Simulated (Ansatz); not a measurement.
```yaml
crystal:
  lattice:
    - [11.00000, 0.00000, 0.00000]
    - [0.00000, 11.00000, 0.00000]
    - [0.00000, 0.00000, 5.79497]
  atoms:
    - { symbol: In, position: [0.50000, 0.50000, 0.00000] }
    - { symbol: In, position: [0.50000, 0.50000, 0.50000] }
```

Method: PBE (plane waves to 420 eV, PAW; Ansatz, a quantum-chemistry and plane-wave program). Mesh 1×1×50. No spin polarisation, so a magnetic state wasn't tested. Periodic along z alone, with about 11 Å of vacuum beside it. A model structure. Only distortions within the start's symmetry and period were free. Pairing along the axis, which can open a gap, is among the distortions not tried. Values not marked SOC lack spin–orbit coupling.

Say what this body is, and give its properties.

Free linear chain of In atoms. A hypothetical model.
```
Quantity                                                                                                            Result
--------------------------------------------------------------------  ----------------------------------------------------
PBE gap                                                                                               none (under 0.01 eV)
crossings of the Fermi level between Γ and the zone edge (49 points)  3, each for both spins (ideal conductance 3 × 2e²/h)
work function (PBE)                                                                                                3.69 eV
```
